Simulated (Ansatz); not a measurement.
# Effect of isotropic strain −1.50 % on TiB2

Consider TiB2 (space group P6/mmm, No. 191; a = 3.017 Å, c = 3.185 Å).

One thing is altered: every lattice vector is shortened by 1.50 %, atoms relaxed at fixed cell.

Calculations: Kohn–Sham DFT with the PBEsol functional, run in Ansatz (a program for electronic structure) with PAW and 420 eV plane waves, scalar-relativistic without spin-orbit coupling. Settings: 13×13×10 k-points, 0.05 eV Fermi–Dirac smearing.

* **Volume per atom**: 8.00 Å³ (base 8.37 Å³)
* **Space group**: P6/mmm (No. 191) (base P6/mmm (No. 191))
* **Shortest interatomic distance**: 3.243 bohr (base 3.292 bohr)
* **Energy relative to the base (free energy F)**: +15 meV/atom
* **Pressure (mean of the normal stresses, compression positive)**: 13.3 GPa (base 0.0 GPa)
* **Band gap**: zero (base zero)

Cost of the whole job for the changed cell (relaxation, final SCF and bands): around 3 core-seconds (rough).

A case with no gap was solved on a k-mesh chosen for an insulator, which is coarse for it. Whether these cells are dynamically stable was not tested. The final runs are not spin-polarised.
